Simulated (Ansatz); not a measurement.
The starting structures come from a database of crystals and need not be the phases stable at ambient conditions.

 Where the default PAW files enter, the runs use the earlier of Ansatz's two default sets.

Input:

```
CELL_PARAMETERS angstrom
      3.80954     0.00000     0.00000
     -1.90477     3.29916     0.00000
      0.00000     0.00000    43.62733
ATOMIC_POSITIONS crystal
  Zn 0.00000 0.00000 0.14290
  Zn 0.66667 0.33333 0.07150
  Zn 0.00000 0.00000 0.57140
  Zn 0.00000 0.00000 0.78570
  Zn 0.33333 0.66667 0.71430
  Zn 0.33333 0.66667 0.28570
  Zn 0.66667 0.33333 0.21440
  Zn 0.66667 0.33333 0.64300
  Zn 0.33333 0.66667 0.42860
  Zn 0.00000 0.00000 0.92860
  Zn 0.66667 0.33333 0.49990
  Zn 0.00000 0.00000 0.35720
  Zn 0.33333 0.66667 0.00010
  Zn 0.33333 0.66667 0.85720
  S  0.33333 0.66667 0.76780
  S  0.00000 0.00000 0.98220
  S  0.00000 0.00000 0.19650
  S  0.66667 0.33333 0.69640
  S  0.33333 0.66667 0.91070
  S  0.33333 0.66667 0.48210
  S  0.00000 0.00000 0.41080
  S  0.33333 0.66667 0.33920
  S  0.66667 0.33333 0.55340
  S  0.00000 0.00000 0.83930
  S  0.33333 0.66667 0.05360
  S  0.66667 0.33333 0.26780
  S  0.00000 0.00000 0.62500
  S  0.66667 0.33333 0.12500
```

Space group of this cell: P3m1. The cell is taken as given.

The numbers are results of r2SCAN (plane waves, PAW; Ansatz, a first-principles code), not measurements.

The current runs along the normal of the first two printed vectors; no spin-orbit coupling. Scaled by the factor s: all lengths (ions clamped). Meshes 12×12×1 and 12×12 across the current in all rows.

| s | mean pressure (GPa) | slowest mid-gap decay constant κ (1/Å) |
|---|---|---|
| 0.98 | 5.4 | 0.185 |
| 1.00 | 0.0 | 0.174 |
| 1.02 | -4.1 | ? |

Q: Take the slope of the slowest mid-gap decay constant κ against ln s from the two given rows, extrapolate to s = 1.02, and say what the run there gives.

A: Slope = (0.185 − 0.174) / ln 0.98 = -0.544 1/Å. The line gives 0.174 + (-0.544) × ln 1.02 = 0.163 1/Å. The run gives 0.163 1/Å, as the line does.
